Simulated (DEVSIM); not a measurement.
Device: Schottky contact on n-type ZnO, at 300 K.

Layer 1 from the left is ZnO, thickness (μm) 1.10, Nd (cm⁻³) 2.5e15, τn (s) 1.3e-8, τp (s) 1.3e-8. Layer 2 from the left is ZnO, thickness (μm) 2.80, Nd (cm⁻³) 6.5e17, τn (s) 1.3e-8, τp (s) 1.3e-8.

Left contact: Schottky, work function 6.12 eV, emission velocity 1.8e6 cm/s. Right contact: ohmic. Voltage is applied to the left contact. Recombination: SRH at mid-gap, radiative, Auger. Mobility is μmin + (μ − μmin)/(1 + (N/Nref)^α).

Constants are typed, rounded textbook-type inputs, not results; the design itself was drawn at random and stands for no fabricated device. Values at 300 K.

ZnO: gap (eV) 3.37, affinity (eV) 4.5, permittivity 8.7, Nc (cm⁻³) 3.7e18, Nv (cm⁻³) 1.8e19, μn (cm²/Vs) 200, μp (cm²/Vs) 20, μn,min 20, μp,min 2, Nref,n 1e18, Nref,p 1e18, αn 0.6, αp 0.6, B (cm³/s) 1e-10, Cn (cm⁶/s) 1e-31, Cp (cm⁶/s) 1e-31.

Simulated with DEVSIM: 1D drift-diffusion, Boltzmann statistics, complete ionisation; no tunnelling, impact ionisation, image-force lowering or self-heating. Metal contacts follow the ideal Schottky-Mott rule: no Fermi-level pinning, no interface dipoles.

Dark forward current:

```csv
|V| (V),|J| (A/cm²)
0.50,1.251e-13
0.55,8.597e-13
0.60,5.903e-12
0.65,4.050e-11
0.70,2.776e-10
0.75,1.901e-9
0.80,1.301e-8
0.85,8.886e-8
0.90,6.060e-7
0.95,4.123e-6
1.00,2.798e-5
1.05,0.0001891
1.10,0.001271
1.15,0.008474
1.20,0.05567
1.25,0.3536
1.30,2.031
1.35,8.835
1.40,24.91
1.45,49.25
1.50,78.87
1.55,111.7
1.60,146.7
1.65,183.2
1.70,220.8
1.75,259.3
```

Question: Work out the local ideality factor n = ΔV / (kT/q · ln(J2/J1)) between the rows 0.50 and 0.55 V, 1.70 and 1.75 V.

Answer: kT/q = 25.85 mV. From 0.50 to 0.55 V: ln(8.597e-13/1.251e-13) = 1.927, n = 1.00, near the 1 of diffusion or emission over a barrier. From 1.70 to 1.75 V: ln(259.3/220.8) = 0.161, n = 12.03.

Question: Estimate the current at 0.85 V for emission alone, J0 = q v N_band exp(−φB/kT), and read the barrier back from the simulated current.

Answer: φB = 1.620 eV, N_band = 3.70e18 cm⁻³, J0 = 6.48e-22 A/cm²; J = J0 (exp(qV/kT) − 1) = 1.24e-7 A/cm². The simulation gives 8.89e-8 A/cm²; the estimate lies 39 % above. Read backwards, the simulated current gives an apparent barrier of 1.629 eV. The estimate leaves out transport through the depletion region and minority injection.
